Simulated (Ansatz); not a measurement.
Al: uniaxial strain ε_zz = −1.50 %

The reference is Al in the fcc (Cu type) structure (space group Fm-3m, No. 225; a = 3.994 Å; relaxed with 0.1 eV smearing). Axes: x, y, z lie along the cube axes.

One thing is altered: uniaxial strain ε_zz = −1.50 %, all other strain components held at zero; the atoms relax in the strained cell.

Method: DFT with r2SCAN, PAW potentials and a 500 eV plane-wave cutoff in Ansatz (a first-principles code), no SOC. Settings: 28×28×28 k-points, 0.1 eV Fermi–Dirac smearing.

The volume per atom decreases by 0.239 Å³ to 15.69 Å³ and the space group becomes I4/mmm (No. 139) (base: Fm-3m (No. 225)). The energy goes up by 1.5 meV/atom and the pressure (mean of the normal stresses, compression positive) goes from zero to 1.5 GPa. The band gap stays zero and the stress (xx, yy, zz, yz, xz, xy; compression positive) amounts to (1.1, 1.1, 2.1, 0.0, 0.0, 0.0) GPa.

Cost of the whole job for the changed cell (relaxation, final SCF and bands): about 40 core-seconds (a rough figure).

Stability against distortions was not tested.
